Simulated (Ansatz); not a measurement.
**Pressure series in InSb**

Base system: InSb in the zinc blende structure (space group F-43m, No. 216; a = 6.519 Å).

Cell and atoms are relaxed at each pressure.

All numbers come from DFT with PBEsol, PAW potentials and a 420 eV plane-wave cutoff in Ansatz (a quantum-chemistry and plane-wave program), no spin-orbit coupling.

For the base:

| Property | Result |
|---|---|
| Band gap | zero |

### Question
The aim is a band gap between 0.78 eV and 0.84 eV. Which of these changes reaches it?
A. pressure 0.9 GPa
B. pressure 15 GPa
C. pressure 22.5 GPa

### Answer
B, pressure 15 GPa. It gives 0.81 eV; pressure 0.9 GPa gives zero; pressure 22.5 GPa gives 0.66 eV. Changes not listed may reach it too

With Sb present, leaving out spin-orbit coupling can change the band edges. Load acts through the strain it causes; cell and atoms are relaxed under it. No phonon test of stability was made. Tetrahedral semiconductors of this kind turn to denser phases somewhere between about 1 and 50 GPa; those were not computed, so compressed cells here can lie past the real transition. All final runs are without spin polarisation. The zero or small gap of InSb can change with the level of theory.
